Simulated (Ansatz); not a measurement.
InP: In vacancy

The parent structure is a 24-atom supercell of InP in the zinc blende structure (space group F-43m, No. 216; a = 5.878 Å) at its relaxed geometry.

Perturbation: a neutral In vacancy, atoms relaxed at fixed cell, starting from a slightly rattled geometry.

Method: Ansatz (a quantum-chemistry and plane-wave program), PBEsol, PAW, cutoff 420 eV, without spin-orbit coupling. Settings: 4×3×4 k-points, 0.01 eV Fermi–Dirac smearing.

The pressure goes from zero to -1.8 GPa and the gap of the supercell goes from 0.57 eV to zero. The total moment of the cell amounts to 1.2 μB and the largest displacement of a host atom from its site in the perfect cell amounts to 0.25 Å.

Other magnetic orders, which the real material may have, were not ruled out. In so small a cell the defect repeats every few ångströms: this is an ordered compound, not a dilute defect. A case with no gap was solved on a k-mesh chosen for an insulator, which is coarse for it. The defect cell is spin-polarised and ends with 1.2 μB, a fractional moment that hangs on the mesh and smearing.
